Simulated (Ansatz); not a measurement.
Relaxation of the outer planes of the (111) surface of fcc Ir in its 1x1 cell, outermost plane spacing 2.23 Å in the ideal cut.

These are PBE (plane waves to 420 eV, PAW; Ansatz, an electronic-structure program) values and carry that method's errors.

Set-up: 7 atoms, 13.4 Å thick at the start; mesh 16x16x1; 0.1 eV smearing; dipole correction on; all atoms relaxed; held to the start's symmetry, so lower structures may exist; no spin, no spin-orbit, no U.

```csv
plane,atoms,bulk spacing to the next (Å),relaxed spacing (Å),change (%),rumpling (Å)
1,Ir,2.235,(withheld),(withheld),0.00
2,Ir,2.235,2.221,-0.6,0.00
```

Fill in the missing entries.


- 1, relaxed spacing (Å): 2.187
- 1, change (%): -2.1
